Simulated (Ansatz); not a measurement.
Consider FeS2 (space group Pnnm, No. 58; a = 4.439 Å, b = 5.409 Å, c = 3.390 Å; non-magnetic).

Computed with PBE/PAW in Ansatz (an electronic-structure program), no SOC.

One change was made to it. Results:

```json
[
 {"quantity": "volume per atom", "base": "13.57 Å³", "after": "13.31 Å³"},
 {"quantity": "band gap", "base": "0.88 eV", "after": "0.92 eV"},
 {"quantity": "gap character", "base": "indirect, k = (3/8, 0, 0) in the run's primitive reciprocal basis → T", "after": "indirect, k = (3/8, 0, 0) in the run's primitive reciprocal basis → T"}
]
```

Q: Name the change that was made.
A. pressure 75 GPa
B. pressure 3 GPa
C. pressure 7 GPa

A: B, pressure 3 GPa. For comparison, the band gap in the other runs: pressure 7 GPa gives 0.97 eV; pressure 75 GPa gives 1.07 eV.

Load acts through the strain it causes; cell and atoms are relaxed under it. Whether these cells are dynamically stable was not tested. No other phases were tried under pressure. Seeded moments were not kept for the base. The final runs are not spin-polarised.
